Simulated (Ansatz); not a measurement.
## Refining one setting for MoS₂ (P6_3/mmc, 6 atoms in the cell)

```
CELL_PARAMETERS angstrom
      3.19626     0.00000     0.00000
     -1.59813     2.76804     0.00000
      0.00000     0.00000    13.22320
ATOMIC_POSITIONS crystal
  Mo 0.00000 0.00000 0.25000
  Mo 0.00000 0.00000 0.75000
  S  0.33333 0.66667 0.36774
  S  0.66667 0.33333 0.63226
  S  0.66667 0.33333 0.86774
  S  0.33333 0.66667 0.13226
```

Method of the run: HSE06, default PAW files made with PBE (plane waves; Ansatz, a quantum-chemistry and plane-wave program).

The starting cell comes from a database of computed structures (which also holds hypothetical and non-ambient phases and stackings), without a prior relaxation at this level. Its lattice was rescaled by a random factor within 2.5 % of one. In the base run, with a pressure of about -5 GPa the cell is away from its equilibrium volume at this level. Ansatz's pressure includes its estimate of the finite-basis (Pulay) stress.

Held fixed: basis.ecutwfc = 420 eV; hamiltonian.xc = hse06; hamiltonian.pseudopotentials = {kind: paw} (the program's default PAW files); scf.occupations.method = fixed.

ΔF is the free energy per atom less that of the last row (8 8 2).

```json
[
 {"kpoints.mp_grid.grid": "5 5 1", "ΔF (meV/atom)": "1.60", "pressure (GPa)": "-4.52", "largest force (eV/Å)": "0.514", "k-points": "5"},
 {"kpoints.mp_grid.grid": "6 6 1", "ΔF (meV/atom)": "1.54", "pressure (GPa)": "-4.53", "largest force (eV/Å)": "0.513", "k-points": "7"},
 {"kpoints.mp_grid.grid": "6 6 2", "ΔF (meV/atom)": "0.26", "pressure (GPa)": "-4.56", "largest force (eV/Å)": "0.512", "k-points": "14"},
 {"kpoints.mp_grid.grid": "8 8 2", "ΔF (meV/atom)": "0.00", "pressure (GPa)": "-4.56", "largest force (eV/Å)": "0.517", "k-points": "20"}
]
```

Energy within 1 meV/atom of the last row: from kpoints.mp_grid.grid = 6 6 2 on; the one before it is off by 1.5 meV/atom. Only the last setting checks this, so the series should go further.

Left out of this page: 1 run of the series stopped by limits of time or memory.

Keys are those of Ansatz 0.2.
